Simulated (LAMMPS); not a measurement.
Consider Cu (fcc), 4000 atoms, at 300 K and 0 GPa, heated as the crystal in molecular dynamics.

All values are model results, not measurements: classical MD, pair style eam/alloy, file Cu_mishin1.eam.alloy; code LAMMPS.

Starting crystal:

Cu is modelled in the cubic space group Fm-3m (No. 225), the fcc (Cu type) structure, Pearson symbol cF4. Lattice parameters: a = b = c = 3.610 Å, α = β = γ = 90.00°. Cu on 4a sees 12 Cu at 2.553 Å (cuboctahedral). (Neighbours: up to the widest gap in distance over summed covalent radii, below 1.35, at either atom.)

**Question.** Estimate the state found, the density for this model.

**Answer.** state found: crystal; no diffusion seen in 30 ps; density: 8.8106 ± 0.0001 g/cm³.
